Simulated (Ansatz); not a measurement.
Take MoS₂ in the 3R-MoS2 type structure (space group R3m, No. 160; a = 3.153 Å, c = 17.994 Å (hexagonal axes); layered, stacked along the Cartesian z axis) as the base.

The values are results of Kohn–Sham DFT with the PBE-D3(BJ) functional, run in Ansatz (a program for electronic structure) with PAW and 420 eV plane waves, no SOC, earlier PAW set, not measurements.

One change was made to it. Results:

```json
[
 {"quantity": "band gap", "base": "0.77 eV", "after": "zero"},
 {"quantity": "volume per atom", "base": "17.22 Å³", "after": "12.45 Å³"}
]
```

**Question.** What was done to the base?
A) pressure −1 GPa
B) pressure 15 GPa
C) pressure 7 GPa
D) pressure −2 GPa
E) pressure 50 GPa

**Answer.** E, pressure 50 GPa. For comparison, the band gap in the other runs: pressure −1 GPa gives 0.88 eV; pressure −2 GPa gives 1.06 eV; pressure 15 GPa gives 0.07 eV; pressure 7 GPa gives 0.36 eV.

A case with no gap was solved on a k-mesh chosen for an insulator, which is coarse for it. Load acts through the strain it causes; cell and atoms are relaxed under it. No phonon test of stability was made. Competing high-pressure phases were not computed. The final runs are not spin-polarised. A zero or small gap of MoS2 under pressure 50 GPa and MoS2 under pressure 15 GPa can be the functional's error rather than a property of the material.
